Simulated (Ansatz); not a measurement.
SnO2 (model structure, from the CdI2 type, P-3m1, No. 164): band gap by level of theory

No measured value is used here.

| level (code) | value (eV) | cell (Å³/atom) |
|---|---|---|
| PBE (Ansatz) | 2.30 | 16.58 |
| PBEsol (Ansatz) | 2.30 | 14.90 |
| PBE-D3(BJ) (Ansatz) | … | 13.72 |

Q: Fill in the missing entries.

A: 
- PBE-D3(BJ) (Ansatz, a first-principles code), value (eV): 1.88

Computed values are for a static lattice. Spin–orbit coupling is included only where a level's name says +SOC; with heavier elements it mostly lowers gaps and can invert bands.  PBE, PBEsol, PBE-D3(BJ): the gap is read on the k mesh or supercell of the run alone and can be too large. Each level is taken at its own relaxed cell. Ansatz's density-functional and Hartree–Fock values are scalar-relativistic unless marked +SOC, with PAW data made under PBE.

A model structure was made by putting elements into a prototype or built by hand; it is no filed structure, need not be a known phase, and can be a saddle point held by its symmetry.
